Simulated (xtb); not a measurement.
xtb 6.7.1, GFN2-xTB: Fc1cc(F)c(-c2ccc(-c3ccc[se]3)cc2)s1, 26 atoms. The geometry is a generated start, not checked to be a minimum at this level.

```json
{
  "run_flags": "--grad",
  "method": "GFN2-xTB",
  "--acc": "1 (default)",
  "--etemp (K)": "300 (default)",
  "basis_functions": "92",
  "valence_electrons": "90"
}
```

```xyz
26

F     -6.5363     0.3989     1.6856
C     -5.3067     0.1876     1.1036
C     -5.1024    -0.4860    -0.0648
C     -3.8278    -0.5936    -0.4811
F     -3.4985    -1.2568    -1.6551
C     -2.8824    -0.0238     0.3004
C     -1.4338     0.0766     0.2008
C     -0.6629     0.7362     1.1655
C      0.7165     0.8219     1.0541
C      1.3724     0.2559    -0.0174
C      2.8443     0.3528    -0.1320
C      3.7091    -0.6438    -0.4580
C      5.0203    -0.4227    -0.5279
C      5.5398     0.8096    -0.2753
Se     4.0682     1.9254     0.1374
C      0.6409    -0.3995    -0.9822
C     -0.7222    -0.4678    -0.8447
S     -3.6576     0.7904     1.8102
H     -5.9573    -0.9154    -0.6271
H     -1.0976     1.2045     2.0320
H      1.3035     1.3338     1.8048
H      3.2811    -1.6702    -0.6689
H      5.7364    -1.2560    -0.7999
H      6.6089     1.0854    -0.3089
H      1.1287    -0.8620    -1.8487
H     -1.2845    -0.9812    -1.6024
```

One run each on 1 thread. Values of broydamp tried: 0.02, 0.05, 0.1, 0.2, 0.4 (default), 0.6, 0.8, 1.

Problem. Which value of broydamp needs the fewest SCC iterations, and what happens away from it?

Solution. Fewest SCC iterations, within one of each other: 0.2 with 14, 0.4 (default) with 13. The count rises to 22 at 0.02. All converge to one solution.

```tsv
broydamp	SCC iterations	end
0.02	22	same solution
0.05	19	same solution
0.1	17	same solution
0.2	14	same solution
0.4 (default)	13	same solution
0.6	15	same solution
0.8	15	same solution
1	16	same solution
```
